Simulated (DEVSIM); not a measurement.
System: isotype n-n heterojunction Al0.2Ga0.8N/GaN, at 350 K.

Layer 1 from the left is Al0.2Ga0.8N, thickness (μm) 0.200, Nd (cm⁻³) 7.1e17, τn (s) 4.2e-10, τp (s) 4.2e-10. Layer 2 from the left is GaN, thickness (μm) 0.900, Nd (cm⁻³) 7.2e17, τn (s) 4.2e-10, τp (s) 4.2e-10.

Left contact: ohmic. Right contact: ohmic. Voltage is applied to the left contact. Recombination: SRH at mid-gap. Mobility is μmin + (μ − μmin)/(1 + (N/Nref)^α).

Constants are typed, rounded textbook-type inputs, not results; the design itself was drawn at random and stands for no fabricated device. Values at 300 K; Nc and Nv go as T^1.5, mobilities as T to minus their exponent, the gap by Varshni's rule with the affinity fixed.

Al0.2Ga0.8N: gap (eV) 3.804, affinity (eV) 3.838, permittivity 9.38, Nc (cm⁻³) 2.3e18, Nv (cm⁻³) 4.6e19, μn (cm²/Vs) 624, μp (cm²/Vs) 30, μn,min 55, μp,min 3, Nref,n 2e17, Nref,p 3e17, αn 1, αp 2, T exponent of μn 1.5, T exponent of μp 2, Varshni α (eV/K) 0.00091, Varshni β (K) 830. GaN: gap (eV) 3.43, affinity (eV) 4.1, permittivity 9.5, Nc (cm⁻³) 2.3e18, Nv (cm⁻³) 4.6e19, μn (cm²/Vs) 1200, μp (cm²/Vs) 100, μn,min 55, μp,min 3, Nref,n 2e17, Nref,p 3e17, αn 1, αp 2, T exponent of μn 1.5, T exponent of μp 2, Varshni α (eV/K) 0.00091, Varshni β (K) 830.

DEVSIM, 1D drift-diffusion, Boltzmann statistics, complete ionisation; no tunnelling, impact ionisation, image-force lowering or self-heating. Band offsets follow the typed affinities; no thermionic-emission limit at abrupt steps, no polarisation charge.

Q: What does the simulation give for the potential step across the device at zero bias?

A: potential step across the device at zero bias 0.262 V.
